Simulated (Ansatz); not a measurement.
# Effect of pressure −1 GPa on hypothetical Pm-3m VN

The parent structure is VN (space group Pm-3m, No. 221; a = 3.9012 Å; a hypothetical phase, not in the database extracts checked).

One thing is altered: hydrostatic tension (pressure −1 GPa).

All numbers come from PBEsol (Ansatz, an electronic-structure program; PAW; 420 eV plane waves; no spin-orbit coupling). Settings: 12×12×12 k-points, 0.05 eV Fermi–Dirac smearing.

The volume per atom grows by 0.03 Å³ to 9.93 Å³ and the density shrinks by 0.02 g/cm³, from 5.45 g/cm³ to 5.43 g/cm³. The shortest interatomic distance grows by 0.002 Å to 1.953 Å and the band gap is still zero.

Final structure:

```yaml
crystal:
  lattice:
    - [3.90571, 0.00000, 0.00000]
    - [0.00000, 3.90571, 0.00000]
    - [0.00000, 0.00000, 3.90571]
  atoms:
    - { symbol: V, position: [0.00000, 0.50000, 0.50000] }
    - { symbol: V, position: [0.50000, 0.00000, 0.50000] }
    - { symbol: V, position: [0.50000, 0.50000, 0.00000] }
    - { symbol: N, position: [0.50000, 0.00000, 0.00000] }
    - { symbol: N, position: [0.00000, 0.50000, 0.00000] }
    - { symbol: N, position: [0.00000, 0.00000, 0.50000] }
```

Load acts through the strain it causes; cell and atoms are relaxed under it. Whether these cells are dynamically stable was not tested. Starting moments died away, wholly or in part, for the base; another magnetic solution may exist. All final runs are without spin polarisation.
